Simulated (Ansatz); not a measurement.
Take ZnS in the wurtzite structure (space group P6_3mc, No. 186) as the base.

Calculations: LDA in Ansatz (plane waves to 420 eV, PAW, scalar-relativistic without spin-orbit coupling).

Measured: band gap 3.91 eV (temperature not stated; as listed in Mehmet Aras, Çetin Kılıç, The Journal of Chemical Physics (2014)).

**Question.** What do the calculations give for these quantities, and how do they miss?

**Answer.** 
| level | band gap |
|---|---|
| LDA | 2.19 eV |

Computed minus measured — band gap: LDA -1.72 eV. Measured values not marked as corrected hold thermal and zero-point effects that the static-lattice runs lack. A measured gap can be an optical one, lowered by exciton binding.

No phonon test of stability was made.

Ansatz is an electronic-structure program.
